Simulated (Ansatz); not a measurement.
A (4,1) carbon nanotube, relaxed period 6.502 Å, atoms relaxed at each strain.

| strain | energy (meV a period) | axial force (nN) |
|---|---|---|
| -0.015 | +166.2 | -5.53 |
| +0.015 | +158.9 | +5.16 |

These are PBE (plane waves to 420 eV, PAW; Ansatz, an electronic-structure program) values and carry that method's errors. Mesh 1×1×12. No spin polarisation. Periodic along z alone, with about 11 Å of vacuum beside it. An idealised model, rolled from the flat sheet. It keeps the symmetry and period of its start, so it need not be a minimum against all distortions. Buckling under compression is shut out by symmetry and the short period. Energies are free energies at a Fermi–Dirac width of 0.05 eV, from the unstrained cell.

Mean diameter 3.77 Å.

Problem. Work out the axial stiffness dF/dε in two ways, and what it means for a modulus.

Solution. From the forces: (+5.16 − (-5.53))/0.030 = 356 nN. From the energies: (E₊ + E₋)/(ε² c) = 0.3251 eV/(0.015² × 6.502 Å) = 222.2 eV/Å = 356 nN. The two agree to within 1 %. Spread over the circumference π × 3.77 Å, the force value is a sheet stiffness of 301 N/m.
